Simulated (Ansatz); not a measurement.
The parent structure is TiO2 in the anatase structure (space group I4_1/amd, No. 141).

```
TiO2
1.0
   -1.86967     1.86967     4.72754
    1.86967    -1.86967     4.72754
    1.86967     1.86967    -4.72754
Ti O
2 4
Direct
  0.75000   0.25000   0.50000
  0.00000   0.00000   0.00000
  0.54202   0.04202   0.50000
  0.79202   0.79202   0.00000
  0.20798   0.20798   0.00000
  0.95798   0.45798   0.50000
```

Cartesian axes are those of the cell as printed.

Level of theory: LDA (Ansatz, a program for electronic structure; PAW; 420 eV plane waves; without spin-orbit coupling).

Perturbation: the cell is scaled by 1.0240 in all directions, atoms relaxed at fixed cell.

Question: Predict the stress tensor and what it implies for the stiffness.

Answer: Stress of the strained cell less that of the base (GPa, compression positive):
```
 -14.16    0.00    0.00
   0.00  -14.16    0.00
   0.00    0.00  -11.01
```

Then B = −ΔP/(ΔV/V₀) with ΔV/V₀ = 0.0737 gives secant stiffness values (nonlinear terms included at this strain): B (at held cell shape, above the free-shape value) ≈ 178 GPa.

As a check, the harmonic strain energy −½ V₀ Δσ:ε is 32 meV/atom; the computed energy rise is 35 meV/atom.

Whether these cells are dynamically stable was not tested. The final runs are not spin-polarised.
